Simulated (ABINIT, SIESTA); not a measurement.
An ABINIT input for a self-consistent single point of TiP (P6_3/mmc, 4 atoms in the cell) (DFT, PBEsol, plane waves, PAW (JTH v2.0 PBE PAW, files made for PBE)):

```
# TiP, JTH v2.0 PBE PAW
pp_dirpath "./"
pseudos "Ti.GGA_PBE-JTH.xml, P.GGA_PBE-JTH.xml"
acell 3*1.0
rprim
         8.0009307538   -0.0000000969    0.0000000000
        -4.0004652930    6.9290093352    0.0000000000
         0.0000000000    0.0000000000    9.2047047750
natom 4
ntypat 2
znucl 22 15
typat 1 1 2 2
xcart
         2.1169551253    1.2222245773    3.6531900000
         0.0000000296    2.4444492058    1.2177300000
         0.0000000296    2.4444492058    3.6531900000
         2.1169551253    1.2222245773    1.2177300000
      Angstrom
ecut 816 eV
pawecutdg 1633 eV
pawxcdev 0
ixc -116133
occopt 3
tsmear 0.1 eV
nband 23
kptopt 1
ngkpt 9 9 7
nshiftk 1
shiftk 0 0 0
nstep 80
tolvrs 1.0e-10
prtwf 0
prtden 0
prtvol 1
enunit 2
```

Task: Give the SIESTA input for the same structure, mesh, smearing and functional.

Result: This is the input that was run; spellings and numerical settings could be chosen otherwise.

```
# files in the folder: Ti.psml P.psml (PseudoDojo PBEsol standard)
SystemName  TiP
SystemLabel siesta

NumberOfAtoms                4
NumberOfSpecies              2
%block ChemicalSpeciesLabel
  1 22 Ti
  2 15 P
%endblock ChemicalSpeciesLabel
LatticeConstant              1.0 Ang
%block LatticeVectors
     4.233910000    0.000000000    0.000000000
    -2.116955000    3.666674000    0.000000000
     0.000000000    0.000000000    4.870920000
%endblock LatticeVectors
AtomicCoordinatesFormat      Bohr
%block AtomicCoordinatesAndAtomicSpecies
     4.000469169    2.309667573    6.903528581  1
    -0.000004000    4.619342075    2.301176194  1
    -0.000004000    4.619342075    6.903528581  2
     4.000469169    2.309667573    2.301176194  2
%endblock AtomicCoordinatesAndAtomicSpecies

XC.functional                GGA
XC.authors                   PBEsol
PAO.BasisSize                TZP
PAO.EnergyShift              0.01 Ry
MeshCutoff                   400 Ry
%block kgrid.MonkhorstPack
    9   0   0  0.0
    0   9   0  0.0
    0   0   7  0.0
%endblock kgrid.MonkhorstPack
OccupationFunction           FD
ElectronicTemperature        100.0 meV

MaxSCFIterations             150
SCF.Mixer.Method             Pulay
SCF.Mixer.Weight             0.1
SCF.Mixer.History            8
SCF.DM.Tolerance             1.0E-04
Diag.ParallelOverK           true
WriteForces                  true
```

Basis, cutoffs, solver keys and any potentials are the target program's own. This input uses DFT, GGA PBEsol, numerical atomic orbitals TZP, PseudoDojo PBEsol standard norm-conserving potentials (rewritten from UPF to PSML). Both were run: pressure -3.15 GPa in ABINIT and -4.73 in SIESTA.

On SIESTA: the starting cell comes from a database of computed structures (which also holds hypothetical and non-ambient phases and stackings), without a prior relaxation at this level. Spin polarisation is off, so a magnetic state, if there is one, cannot be reached. Values carry the incompleteness of an atom-centred basis. With a pressure of about -5 GPa the cell is away from its equilibrium volume at this level.

On ABINIT: the starting cell comes from a database of computed structures (which also holds hypothetical and non-ambient phases and stackings), without a prior relaxation at this level. Spin polarisation is off, so a magnetic state, if there is one, cannot be reached. The potentials were made for another functional than the one used. With a pressure of about -3 GPa the cell is away from its equilibrium volume at this level.
